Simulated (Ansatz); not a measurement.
Given:

Host crystal: anatase TiO2, with a band gap (PBE, scalar-relativistic without spin-orbit coupling).

End structure of OH on the 1x1 (101) surface of anatase TiO2 (cut with top plane O), one in a 1x1 cell, started at the site 'over Ti at depth 0.9 Å':

```yaml
crystal:
  lattice:
    - [3.79876, 0.00000, 0.00000]
    - [1.89938, 5.20899, 0.00000]
    - [0.00000, 0.00000, 28.50000]
  atoms:
    - { symbol: O, position: [0.28178, 0.43645, 0.33526] }
    - { symbol: Ti, position: [0.12857, 0.74287, 0.36727] }
    - { symbol: O, position: [0.57796, 0.84409, 0.35911] }
    - { symbol: O, position: [0.93655, 0.12690, 0.38395] }
    - { symbol: Ti, position: [0.39781, 0.20438, 0.38398] }
    - { symbol: O, position: [0.22206, 0.55589, 0.41952] }
    - { symbol: O, position: [0.43855, 0.12291, 0.45736] }
    - { symbol: Ti, position: [0.27034, 0.45952, 0.48901] }
    - { symbol: O, position: [0.72945, 0.54127, 0.49097] }
    - { symbol: O, position: [0.08464, 0.83084, 0.50886] }
    - { symbol: Ti, position: [0.54588, 0.90849, 0.51103] }
    - { symbol: O, position: [0.37470, 0.25142, 0.54215] }
    - { symbol: O, position: [0.58694, 0.82564, 0.58133] }
    - { symbol: Ti, position: [0.41796, 0.16639, 0.61301] }
    - { symbol: O, position: [0.87607, 0.24965, 0.61487] }
    - { symbol: O, position: [0.23341, 0.53475, 0.63568] }
    - { symbol: Ti, position: [0.68740, 0.61917, 0.63471] }
    - { symbol: O, position: [0.52816, 0.95534, 0.66506] }
    - { symbol: O, position: [0.68449, 0.61309, 0.70780] }
    - { symbol: H, position: [0.89291, 0.66251, 0.71960] }
```

Model: 20-atom slab, 9.4 Å thick at the start under the adsorbate (thin: gaps and levels are the slab's own), 6x4x1 mesh, Fermi-Dirac 0.01 eV, dipole correction, 7 atoms held, the rest relaxed; no symmetry held; spin-polarised, ending with about 1.0 μB a cell; orders that need a larger cell were not tried, no spin-orbit, no U, no dispersion correction. At the end it is bonded to Ti. In PBE it is, or lies within 0.03 eV of, the lowest of the starts that converged.

A negative adsorption energy means that the adsorbate is more stable on the surface than in its reference.

Problem. What adsorption energy against H2O(g) − ½ H2(g) does Ansatz (a program for electronic structure) with PBE give?

Solution. 52.9 kcal/mol

Problem. Predict the gap of the slab on its k-mesh from PBE.

Solution. 0.75 eV

Problem. What highest filled level below the top vacuum level does PBE give?

Solution. 7.01 eV

Problem. Estimate the change of the step from the bottom to the top vacuum level, against the clean slab that PBE returns for this input.

Solution. -0.43 eV
